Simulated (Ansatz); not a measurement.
Consider the energy change on adding O to slab B from O2 (gas). Reaction: cell B + 1/2 O2 (gas) → cell A. A negative value means that the right-hand side lies lower.

Cell A: a slab of composition Si35GeH12O built on Si (diamond, Fd-3m) (100), with 23 atoms on that crystal's sites, 49 atoms, rectangular cell of 11.60 × 7.74 Å (89.8 Å²), symmetry P1 within 0.02 Å, 9.7 Å thick under 15 Å of vacuum, in-plane vectors held at the crystal's; planes from bottom to top: H6 | Si6 × 4 | Si5Ge | Si6O | H6, its two faces unlike (dipole correction applied); foreign atoms: GeO bound through O to 1 Si at 1.65 Å; 12 times H bound to 1 Si at 1.50 Å; against B it holds O more, on a cell with six atoms a plane; spin state with PBE: run without spin, k-point mesh 2×3×1.
```
CELL_PARAMETERS angstrom
     11.60360     0.00000     0.00000
      0.00000     7.73573     0.00000
      0.00000     0.00000    25.18159
ATOMIC_POSITIONS crystal
  Si 0.99878 0.09449 0.36910
  Si 0.16482 0.01487 0.41787
  Si 0.16852 0.25379 0.47544
  Si 0.99831 0.24666 0.52375
  Si 0.99800 0.00713 0.58055
  Si 0.16176 0.09194 0.62998
  Si 0.99860 0.40883 0.36963
  Si 0.16542 0.49178 0.41787
  Si 0.16307 0.75425 0.46978
  Si 0.99588 0.74918 0.52715
  Si 0.99008 0.48763 0.57923
  Si 0.14714 0.40476 0.63079
  Si 0.33119 0.09334 0.36925
  Si 0.49746 0.01038 0.41745
  Si 0.49989 0.25035 0.47407
  Si 0.33675 0.25423 0.52699
  Si 0.33295 0.01661 0.58359
  Si 0.50294 0.08124 0.63225
  Si 0.33143 0.40842 0.36944
  Si 0.49756 0.49089 0.41773
  Si 0.49679 0.75095 0.47085
  Si 0.32814 0.76445 0.52740
  Ge 0.31114 0.50500 0.58224
  Si 0.52716 0.39344 0.64334
  Si 0.66321 0.09301 0.36869
  Si 0.83077 0.00788 0.41567
  Si 0.83189 0.24599 0.47273
  Si 0.66652 0.24354 0.52443
  Si 0.66551 0.00346 0.58116
  Si 0.83199 0.08821 0.62892
  Si 0.66371 0.40822 0.36916
  Si 0.83087 0.48858 0.41709
  Si 0.82957 0.74879 0.46945
  Si 0.66422 0.74554 0.52803
  Si 0.66517 0.48331 0.58021
  Si 0.82921 0.40236 0.62841
  H  0.00324 0.02986 0.31282
  H  0.16083 0.02526 0.68601
  H  0.00036 0.47517 0.31352
  H  0.15022 0.47585 0.68619
  H  0.33041 0.02775 0.31305
  H  0.50342 0.99518 0.68577
  H  0.33181 0.47447 0.31328
  H  0.57564 0.41734 0.69816
  H  0.66076 0.02911 0.31231
  H  0.83312 0.02298 0.68514
  H  0.66316 0.47428 0.31300
  H  0.83061 0.47049 0.68428
  O  0.40934 0.51188 0.63988
```

Cell B: a slab of composition Si35GeH12 built on Si (diamond, Fd-3m) (100), with 23 atoms on that crystal's sites, 48 atoms, rectangular cell of 11.60 × 7.74 Å (89.8 Å²), symmetry Pm within 0.02 Å, 9.4 Å thick under 16 Å of vacuum, in-plane vectors held at the crystal's; planes from bottom to top: H6 | Si6 × 4 | Si5Ge | Si6 | H6; foreign atoms: Ge bound to 4 Si at 2.39–2.45 Å; 12 times H bound to 1 Si at 1.50 Å; spin state with PBE: run without spin, k-point mesh 2×3×1.
```xyz
48
Lattice="11.6036 0.0000 0.0000 0.0000 7.7357 0.0000 0.0000 0.0000 25.1816" Properties=species:S:1:pos:R:3 pbc="T T T"
Si    -0.0025     0.7203     9.3100
Si     1.9308     0.0810    10.5181
Si     1.9332     1.9353    11.9467
Si     0.0008     1.9306    13.2296
Si    -0.0014     0.0710    14.6515
Si     1.9278     0.7053    15.8678
Si    -0.0005     3.1578     9.3143
Si     1.9344     3.7945    10.5248
Si     1.9304     5.8089    11.8563
Si    -0.0001     5.7993    13.3150
Si    -0.0059     3.7879    14.6530
Si     1.8945     3.1383    15.8971
Si     3.8679     0.7181     9.3113
Si     5.8049     0.0810    10.5181
Si     5.8025     1.9353    11.9467
Si     3.8679     1.9360    13.2227
Si     3.8679     0.0928    14.6509
Si     5.8079     0.7053    15.8678
Si     3.8679     3.1559     9.3136
Si     5.8013     3.7945    10.5248
Si     5.8053     5.8089    11.8563
Si     3.8679     5.8416    13.2978
Ge     3.8679     3.8236    14.6891
Si     5.8412     3.1383    15.8971
Si     7.7383     0.7203     9.3100
Si     9.6697     0.0782    10.5238
Si     9.6697     1.9339    11.9493
Si     7.7349     1.9306    13.2296
Si     7.7371     0.0710    14.6515
Si     9.6697     0.7117    15.8622
Si     7.7363     3.1578     9.3143
Si     9.6697     3.7928    10.5268
Si     9.6697     5.8019    11.8616
Si     7.7359     5.7993    13.3150
Si     7.7417     3.7879    14.6530
Si     9.6697     3.1487    15.8609
H     -0.0060     0.2188     7.8926
H      1.9349     0.1849    17.2782
H     -0.0027     3.6643     7.8987
H      1.8786     3.6327    17.3166
H      3.8679     0.2171     7.8937
H      5.8008     0.1849    17.2782
H      3.8679     3.6605     7.8973
H      5.8572     3.6327    17.3166
H      7.7417     0.2188     7.8926
H      9.6697     0.2086    17.2789
H      7.7385     3.6643     7.8987
H      9.6697     3.6527    17.2774
```

Reference: an isolated O2 molecule (triplet) in a box of 11 × 11 × 13 Å.

Computed with Ansatz (plane waves, PAW), its default PAW set, cutoff 420 eV, 500 eV for r2SCAN. The structures are at rest with PBE, within the held lattices; other levels are single points on them. HSE06 runs on coarser k-point meshes, mended by the PBE difference between the two meshes. Neutral cells; Fermi-Dirac smearing of at most 0.05 eV in the solids, energies taken to zero width. The lattices are those relaxed with PBE or held as stated, so at other levels the solids can be strained, which adds to the spread. Larger cells are relaxed from a start prepared with the learned potential CHGNet, on a coarser mesh till forces fall under 0.03 eV/Å, which some starts already meet. A dispersion term (D3(BJ), or D4 for r2SCAN) was computed beside these levels and is taken off wherever the name lacks it. Nuclei at rest; no vibrational terms. The structures are the rest points that the relaxations reached, not proven lowest. No correction for cell size. Cell B has symmetry Pm within 0.02 Å and got no random move, so less symmetric positions, which may lie lower, weren't tried.

Q: Predict the value from PBE.

A: -2.61 eV, for cell B + 1/2 O2 (gas) → cell A.

Q: How does the value move with the functional?

A: 
```json
[
 {"Level": "r2SCAN", "value (eV)": "-2.80", "less PBE": "-0.19"},
 {"Level": "HSE06", "value (eV)": "-2.67", "less PBE": "-0.06"}
]
```

The levels shown span 0.19 eV, from r2SCAN (-2.80) to PBE (-2.61).

Ansatz is an electronic-structure program.
